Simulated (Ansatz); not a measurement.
Levels about the gap of amorphous Ge12As12S36 (60 atoms in a cell of 1656 Å³, 2.93 g/cm³; zone centre alone, so wide bands show as single levels with stretches between that a denser mesh fills), at the geometry that PBE-D3(BJ) relaxed, where it gives 0.0 GPa on a denser mesh. The participation number counts the atoms over which a state spreads; weights are charges in smoothed Voronoi cells. The levels come from a single point, so bond lengths are those of that geometry. Method of the levels: PBE-D3(BJ), scalar-relativistic without spin-orbit coupling (Ansatz, an electronic-structure program). Sampling: the zone centre alone; Fermi-Dirac width 0.05 eV; no spin polarisation.

The cell was made by melting and quenching with the CHGNet potential and then relaxed with DFT. The hot cell started wider than the set density and was brought back towards it in steps. It is the lowest in DFT energy of 3 quenches. It is a model cell: composition and starting density were chosen by hand, and all elements were melted together. The geometry includes D3(BJ) dispersion. Its density started from a set value of 2.96 and ended at 2.93 g/cm³. The simulated quench (nominally 99 K/ps over its main leg) is rapid and tends to freeze in more defects than a deposited or slowly cooled glass has. A cell of this size samples the disorder only roughly. Volume and shape were free in the relaxation.

```
E - E(highest filled), eV  filling  participation number        largest on  weight S  weight As  weight Ge
-------------------------  -------  --------------------  ----------------  --------  ---------  ---------
-0.56                       filled                  26.8   S, 2 neighbours      0.82       0.12       0.06
-0.52                       filled                  20.8   S, 1 neighbours      0.80       0.12       0.07
-0.50                       filled                  14.6   S, 1 neighbours      0.81       0.12       0.07
-0.43                       filled                  15.5   S, 1 neighbours      0.82       0.13       0.05
-0.35                       filled                   9.0   S, 1 neighbours      0.83       0.10       0.07
-0.16                       filled                  14.3   S, 2 neighbours      0.66       0.25       0.09
0.00                        filled                  16.5  Ge, 3 neighbours      0.67       0.13       0.19
1.36                         empty                  16.0  As, 3 neighbours      0.52       0.29       0.19
1.45                         empty                  36.4  As, 3 neighbours      0.50       0.33       0.17
1.61                         empty                  34.9  As, 3 neighbours      0.52       0.34       0.14
1.66                         empty                  27.7  As, 3 neighbours      0.50       0.31       0.19
1.69                         empty                  34.3   S, 2 neighbours      0.55       0.26       0.20
1.80                         empty                  30.9   S, 2 neighbours      0.58       0.21       0.21
1.81                         empty                  35.3  As, 3 neighbours      0.57       0.25       0.18
```

Most localised among these is the filled level at -0.35 eV, on a S atom, which has 1 neighbours (Ge 2.11 Å).
